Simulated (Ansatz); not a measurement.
Data:

End structure of H on the 1x1 (111) surface of fcc Al, one in a 2x1 cell, started at the site 'bridge Al-Al (span 2.9 Å)':

```yaml
crystal:
  lattice:
    - [5.71619, 0.00000, 0.00000]
    - [-1.42905, 2.47518, 0.00000]
    - [0.00000, 0.00000, 26.50000]
  atoms:
    - { symbol: Al, position: [0.16667, 0.66667, 0.36842] }
    - { symbol: Al, position: [0.66667, 0.66667, 0.36842] }
    - { symbol: Al, position: [0.33333, 0.33333, 0.45674] }
    - { symbol: Al, position: [0.83333, 0.33333, 0.45674] }
    - { symbol: Al, position: [0.00177, 0.00177, 0.54244] }
    - { symbol: Al, position: [0.49946, 0.99946, 0.54548] }
    - { symbol: Al, position: [0.15215, 0.65215, 0.63073] }
    - { symbol: Al, position: [0.67241, 0.67241, 0.63081] }
    - { symbol: H, position: [0.33548, 0.33548, 0.66644] }
```

Model: 9-atom slab, 7.0 Å thick at the start under the adsorbate (thin: gaps and levels are the slab's own), 6x12x1 mesh, Fermi-Dirac 0.1 eV, dipole correction, 4 atoms held, the rest relaxed; symmetry of the start imposed; no spin, no spin-orbit, no U, no dispersion correction. At the end it is bonded to 3 Al. In PBE it is, or lies within 0.03 eV of, the lowest of the starts that converged.

A negative adsorption energy means that the adsorbate is more stable on the surface than in its reference.

**Question.** What change of the work function does PBE (Ansatz, a program for electronic structure) give?

**Answer.** -0.16 eV

**Question.** Give the adsorption energy against ½ H2(g) at the level PBE.

**Answer.** 0.27 eV

**Question.** Predict the work function of the top face from PBE.

**Answer.** 3.88 eV

**Question.** Estimate the change of the step from the bottom to the top vacuum level, against the clean slab that PBE returns for this input.

**Answer.** -0.21 eV
